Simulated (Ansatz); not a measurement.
## Functionals side by side, with their cost (level): VCdCuO4 (Cmcm, 14 atoms in the cell)

Cell: a = 5.5179 Å, b = 5.5179 Å, c = 6.5644 Å, α = 90.00°, β = 90.00°, γ = 113.03°.

Program: Ansatz (an electronic-structure program), default PAW files made with PBE; each row names its functional.

Base settings: basis.ecutwfc = 420 eV; kpoints.mp_grid.grid = 2 2 2; hamiltonian.xc = pbe0; hamiltonian.pseudopotentials = {kind: paw} (the program's default PAW files); scf.occupations.method = fixed.

Differences are taken from PBE0, a reference of convenience: it is no measurement, and no ranking of the functionals follows.

Core times come from one kind of shared machine and are given to one figure; runs under 30 s give none.

The starting cell comes from a database of computed structures (which also holds hypothetical and non-ambient phases and stackings), without a prior relaxation at this level. In the base run, with a pressure of about -9 GPa the cell is away from its equilibrium volume at this level. In the base run, forces exceed 1 eV/Å.

```
level   gap on the mesh less reference (eV)  largest difference in the force on any atom (eV/Å)  core time / reference (rough)
------  -----------------------------------  --------------------------------------------------  -----------------------------
PBEsol                               -1.881                                               1.316                              –
HSE06                                -0.756                                               0.019                              1
PBE0                                  0.000                                               0.000                              1
```

PBEsol ran in under 30 s, against roughly 200 s for PBE0.

Keys are those of Ansatz 0.2.
